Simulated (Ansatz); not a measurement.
Take BAs (space group P6_422, No. 181; a = 3.429 Å, c = 7.403 Å; a hypothetical phase, not in the database extracts checked) as the base.

Modification: a negative pressure, −2 GPa.

Levels (all Ansatz, an electronic-structure program, PAW): PBEsol (420 eV, without spin-orbit coupling); PBEsol+SOC (420 eV, with spin-orbit coupling).

The geometry is relaxed with PBEsol.

```
Quantity                                      Value
----------------------------  ---------------------
PBEsol valence-band top at Γ  0.00, -0.94, -1.24 eV
PBEsol pressure                          -20.0 kbar
PBEsol smallest direct gap                  2.09 eV
PBEsol band gap                             0.35 eV
```

Task: How does going to PBEsol+SOC change the valence-band top at Γ, pressure, smallest direct gap and band gap?

Result: The valence-band top at Γ (three highest Kramers pairs, from the VBM) becomes 0.00, -0.94, -1.18 eV (PBEsol: 0.00, -0.94, -1.24 eV); the pressure hardly moves (-20.0 kbar against -20.1 kbar); the smallest direct gap is still 2.09 eV; the band gap is still 0.35 eV.

Single points use the geometry relaxed with PBEsol. Differences between runs with and without spin-orbit coupling are approximate. Load acts through the strain it causes; cell and atoms are relaxed under it. No phonon test of stability was made. The base started in P3_121 and relaxed to P6_422 at this level.
